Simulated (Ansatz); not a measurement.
The parent structure is Au in the hcp (Mg type) structure (space group P6_3/mmc, No. 194; a = 2.8621 Å, c = 4.8024 Å).

Computed with PBEsol/PAW in Ansatz (an electronic-structure program), without spin-orbit coupling.

For the base:

- Lattice parameter a = 5.409 bohr

It is then changed as follows: a hydrostatic pressure of 1.5 GPa.

Task: Estimate the effect on the lattice parameter a.

Result: The lattice parameter a decreases by 0.014 bohr, from 5.409 bohr to 5.395 bohr.

Load acts through the strain it causes; cell and atoms are relaxed under it. No phonon test of stability was made. The base started in Cmcm and relaxed to P6_3/mmc at this level. This is not the structure that Au has at room temperature and ambient pressure.
